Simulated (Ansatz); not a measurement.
System: Mo (model structure, started from the simple cubic type, Pm-3m, No. 221, 1 atom in the cell). Method: PBEsol in Ansatz (PAW).

Numerical settings: plane-wave cutoff 520 eV, 22×22×22 k mesh, Fermi–Dirac smearing 0.05 eV, no spin polarisation, scalar-relativistic PAW data made under PBE.

Cell (relaxed at this level):

```
CELL_PARAMETERS angstrom
      2.56992     0.00000     0.00000
      0.00000     2.56992     0.00000
      0.00000     0.00000     2.56992
ATOMIC_POSITIONS crystal
  Mo 0.00000 0.00000 0.00000
```

Problem. Estimate the bulk modulus B0 that the calculation returns.

Solution. 
* **bulk modulus B0**: 208 GPa

Note: the run has no spin polarisation, so it can have missed a magnetic state; the bulk modulus is −V dP/dV from two relaxed cells at ±2 % in volume; the relaxation could raise the start's symmetry but not lower it, so the cell can be a saddle point.

Cost on a shared machine: around 17 core-seconds (rough).

A model structure was made by putting elements into a prototype or built by hand; it is no filed structure, need not be a known phase, and can be a saddle point held by its symmetry.

Ansatz is a program for electronic structure.
